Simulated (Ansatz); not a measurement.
## Response to strain in Cs2AgBiBr6

Consider Cs$_{2}$AgBiBr$_{6}$ (space group Fm-3m, No. 225; a = 10.9963 Å). Axes: x, y, z lie along the cube axes.

Strains are applied to the cell and any free atomic positions relax.

Calculations: LDA, PAW, 420 eV (Ansatz, a quantum-chemistry and plane-wave program; no spin-orbit coupling).

Candidates:
(a) uniaxial strain ε_zz = +3.00 %
(b) uniaxial strain ε_zz = +1.50 %
(c) uniaxial strain ε_zz = +0.75 %
(d) uniaxial strain ε_zz = +2.25 %

Notes on the quantities. energy relative to the base: free energy F.

Q: Order them by energy relative to the base, highest first.

A: (a) uniaxial strain ε_zz = +3.00 % (+4.8 meV/atom), (d) uniaxial strain ε_zz = +2.25 % (+2.8 meV/atom), (b) uniaxial strain ε_zz = +1.50 % (+1.3 meV/atom), (c) uniaxial strain ε_zz = +0.75 % (+0.3 meV/atom)

Stability against distortions was not tested.
